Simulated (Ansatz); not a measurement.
Density of states of CaC2 (I4/mmm) below the valence band maximum, PBEsol, rigid bands run with Ansatz (a first-principles code); cell volume 46.2 Å³.

```
energy from edge (eV)  10⁻³ states/eV/cell
---------------------  -------------------
0.006                                  199
0.031                                  414
0.056                                  468
0.081                                  510
0.106                                  550
0.131                                  586
0.156                                  620
0.181                                  655
0.206                                  691
0.231                                  729
0.256                                  764
0.281                                  805
0.319                                  865
0.344                                  909
0.369                                  956
0.394                                 1010
0.419                                 1220
0.444                                 1420
0.469                                 1610
0.494                                 1840
0.519                                 2240
0.544                                 2540
0.569                                 2520
0.594                                 2490
```

Task: What effective density of states at 300 K does this give (∫ g(E) exp(−E/k_BT) dE, both spins, divided by the cell's size)?

Result: 1.9e20 cm⁻³, a density-of-states mass of 3.8 mₑ, valleys and band degeneracy included.

Spin-orbit coupling is left out; where it splits the top of the valence band, N_v and the p-type Seebeck coefficient come out somewhat high without it. Geometry: cell and atoms relaxed with PBEsol.

Computed structure, not matched to a measured one here, so possibly hypothetical: CaC2 (I4/mmm).
